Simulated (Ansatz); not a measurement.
Consider Pd-vacancy pair (Pd on one host Cu site, one Cu site vacant) in fcc Cu, neutral cell. These are PBE, PAW (plane waves to 420 eV; Ansatz, an electronic-structure program) values and carry that method's errors.

Cell of 32 host sites held at the relaxed PBE lattice; a 2×2×2 k-point mesh shifted by half a step; Fermi-Dirac width 0.10 eV, spin-restricted; finite-size errors left in. No zero-point or tunnelling terms. Forms of the defect that were not tried may lie lower.

Barriers: single points on a 4×4×4 k-point mesh shifted by half a step at the bands' geometries (they differ from the bands' own by up to 0.22 eV, and are uncertain by about as much).

The step: the Pd atom itself jumps into the vacancy (Pd-vacancy distance between ideal sites 2.57 Å throughout). Atoms about the jump, Cartesian Å from the middle of the jump, before and after:

| atom | x0 | y0 | z0 | x1 | y1 | z1 |
|---|---|---|---|---|---|---|
| Pd1 | 0.00 | -0.84 | -0.84 | 0.00 | 0.84 | 0.84 |
| Cu2 | -1.86 | -0.90 | 0.95 | -1.86 | -0.95 | 0.90 |
| Cu3 | -1.86 | 0.95 | -0.90 | -1.86 | 0.90 | -0.95 |
| Cu4 | 1.86 | -0.90 | 0.95 | 1.86 | -0.95 | 0.90 |
| Cu5 | 1.86 | 0.95 | -0.90 | 1.86 | 0.90 | -0.95 |
| Cu6 | 0.00 | 0.94 | -2.74 | 0.00 | 0.88 | -2.71 |
| Cu7 | 0.00 | -2.74 | 0.94 | 0.00 | -2.70 | 0.88 |
| Cu8 | 0.00 | 2.71 | -0.88 | 0.00 | 2.74 | -0.94 |
| Cu9 | 0.00 | -0.88 | 2.70 | 0.00 | -0.94 | 2.74 |

Question: Give the saddle-point geometry and the barrier.

Answer: 
| atom | x | y | z |
|---|---|---|---|
| Pd1 | 0.00 | 0.00 | -0.01 |
| Cu2 | -2.03 | -0.99 | 0.98 |
| Cu3 | -2.03 | 0.98 | -1.00 |
| Cu4 | 2.03 | -0.99 | 0.98 |
| Cu5 | 2.03 | 0.98 | -1.00 |
| Cu6 | 0.00 | 0.88 | -2.68 |
| Cu7 | 0.00 | -2.67 | 0.87 |
| Cu8 | 0.00 | 2.66 | -0.89 |
| Cu9 | 0.00 | -0.89 | 2.66 |
It lies 0.85 eV above the start and 0.85 eV above the end. The program found a first-order saddle point.
